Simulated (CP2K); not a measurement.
Checking a run of CP2K on AgCl (P6_3/mmc, 4 atoms in the cell). The aim is a self-consistent single point with DFT PBEsol, GPW, DZVP-MOLOPT-PBE-GTH basis, GTH-PBE potentials (POTENTIAL_UZH).

Cell that was meant: a = 4.0682 Å, b = 4.0682 Å, c = 5.6700 Å, α = 90.00°, β = 90.00°, γ = 120.00°.

Part of the input:

```
  &END DFT
  &SUBSYS
    &CELL
      A 7.68769100 0.00000000 0.00000000
      B -3.84384700 6.65773800 0.00000000
      C 0.00000000 0.00000000 10.71475800
      PERIODIC XYZ
    &END CELL
    &COORD
```

The program printed (abridged):

```
 GLOBAL| Method name                                                        CP2K
   [... lines left out ...]
                        No outer SCF

 Extrapolation method: initial_guess

 Number of electrons:                                                         36
 Number of occupied orbitals:                                                 18
 Number of molecular orbitals:                                                25

 Number of orbital functions:                                                 76
 Number of independent orbital functions:                                     76
 SCF WAVEFUNCTION OPTIMIZATION

  Step     Update method      Time    Convergence         Total energy    Change
     1 NoMix/Diag. 0.30E+00      -     0.72722756      -103.5882511238 -1.04E+02
     2 Broy./Diag. 0.30E+00      -     0.08474903      -102.5643867871  1.02E+00
     3 Broy./Diag. 0.30E+00      -     1.41228916      -103.5065252040 -9.42E-01
     4 Broy./Diag. 0.30E+00      -     1.41498195      -106.3292339426 -2.82E+00
     5 Broy./Diag. 0.30E+00      -     0.01917905      -102.4297048972  3.90E+00
     6 Broy./Diag. 0.30E+00      -     0.04606429      -102.5459190692 -1.16E-01
   [... 25 lines left out ...]
    32 Broy./Diag. 0.30E+00      -     0.00003994      -103.6963024817  1.24E-04
    33 Broy./Diag. 0.30E+00      -     0.00000737      -103.6964419425 -1.39E-04
    34 Broy./Diag. 0.30E+00      -     0.00000188      -103.6964137811  2.82E-05
    35 Broy./Diag. 0.30E+00      -     0.00000011      -103.6964152763 -1.50E-06
  *** SCF run converged in    35 steps ***

  Overlap energy of the core charge distribution:               0.00000000000000
  Self energy of the core charge distribution:               -186.62378711232074
  Core Hamiltonian energy:                                     55.96922072104245
  Hartree energy:                                              43.88164150262401
  Exchange-correlation energy:                                -16.92336414776550
  Smearing free energy correction:                             -0.00012623985115
  Fermi energy:                                                -0.16159507738244

  Total energy:                                              -103.69641527625727
  Total energy (extrapolated to sigma->0):                   -103.69635215633170

   [... lines left out ...]
 STRESS|                        x                   y                   z
 STRESS|      x       -8.12168960523E+03  -1.92550395360E+00   1.56461486162E-06
 STRESS|      y       -1.92550395360E+00  -8.12390808083E+03   4.11124203641E-06
 STRESS|      z        1.56461486162E-06   4.11124203641E-06  -4.73546409222E+03
 STRESS| 1/3 Trace                                            -6.99368725943E+03
```

Question: Is this run sound? If not, what is wrong?

Answer: The run is not sound. The fault is this: cell typed in bohr and read as Angstrom. Bohr and ångström differ by a factor of 1.89; the cell that the program reads is then far too large or far too small. To fix it, give the lengths in the unit that the key or card expects. The run converged in 35 iterations without an error; against the sound input the free energy rises by 2.24 eV/atom, the pressure goes from 1.14 to -0.70 GPa and no clean gap remains on the mesh (levels overlap or are partly filled), against 0.63 eV before.

An input that runs soundly differs in these lines (not the only fix; some lines may just follow from the change or write a value another way):
```diff
-      A 7.68769100 0.00000000 0.00000000
-      B -3.84384700 6.65773800 0.00000000
-      C 0.00000000 0.00000000 10.71475800
+      A 4.06815100 0.00000000 0.00000000
+      B -2.03407600 3.52312300 0.00000000
+      C 0.00000000 0.00000000 5.67000600
```

With that input, the run converged in 9 iterations: free energy E − TS -2830.6926 eV; top of the valence band (on the code's own zero) 4.11 eV; gap on the k-point mesh 0.63 eV; pressure 1.14 GPa (DFT PBEsol, GPW, DZVP-MOLOPT-PBE-GTH basis, GTH-PBE potentials (POTENTIAL_UZH)).

On the sound input: the starting cell was generated: these elements placed on a structure prototype, without a prior relaxation; it need not be a known phase or ordering of this composition. Its lattice was rescaled by a random factor within 2.5 % of one. Values carry the incompleteness of an atom-centred basis. The potentials were made for another functional than the one used.
